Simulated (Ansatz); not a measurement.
Base system: Ru in the hcp (Mg type) structure (space group P6_3/mmc, No. 194; a = 2.7043 Å, c = 4.2629 Å; relaxed with 0.1 eV smearing). Axes: x lies along a and z along c of the hexagonal cell.

Level of theory: r2SCAN (Ansatz, a program for electronic structure, PAW, scalar-relativistic without spin-orbit coupling).

Base values:

```
Quantity   Result
--------  -------
Pressure  0.0 GPa
```

The change: uniaxial strain ε_zz = +2.50 %, all other strain components held at zero; the atoms relax in the strained cell.

Predict the new energy relative to the base.

The energy goes up by 17 meV/atom.

What does the calculation give for the pressure after the change?

The pressure (mean of the normal stresses, compression positive) goes from zero to -8.0 GPa.

Whether these cells are dynamically stable was not tested. The final runs are not spin-polarised.
